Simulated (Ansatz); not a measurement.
Start from MgS in the rock salt structure (space group Fm-3m, No. 225).

```cif
data_MgS
_chemical_formula_sum 'S1 Mg1'
_space_group_name_H-M_alt 'P 1'
_space_group_IT_number 1
_cell_length_a 3.69790
_cell_length_b 3.69790
_cell_length_c 3.69790
_cell_angle_alpha 60.000
_cell_angle_beta 60.000
_cell_angle_gamma 60.000
loop_
_space_group_symop_operation_xyz
  'x, y, z'
loop_
_atom_site_label
_atom_site_type_symbol
_atom_site_fract_x
_atom_site_fract_y
_atom_site_fract_z
_atom_site_occupancy
S1 S 0.00000 0.00000 0.00000 1
Mg1 Mg 0.50000 0.50000 0.50000 1
```

Method: Ansatz (a program for electronic structure) PBE, without spin-orbit coupling, earlier PAW set.

Base values:

The electron mass is 0.52 mₑ along k, 0.29 mₑ across (at X) and the volume per atom comes out as 17.88 Å³.

Modification: a negative pressure, −1 GPa.

Problem. What does the calculation give for the electron mass after the change?

Solution. The electron mass becomes 0.51 mₑ along k, 0.29 mₑ across (at X) (base: 0.52 mₑ along k, 0.29 mₑ across (at X)).

Problem. Estimate the effect on the volume per atom.

Solution. The volume per atom grows by 0.25 Å³, from 17.88 Å³ to 18.13 Å³.

The levels and masses belong to the bands next to the band gap. Load acts through the strain it causes; cell and atoms are relaxed under it. Masses are band curvatures over ±0.01 Å⁻¹ around the edge. Along k means along the line from Γ to the band edge. Whether these cells are dynamically stable was not tested.
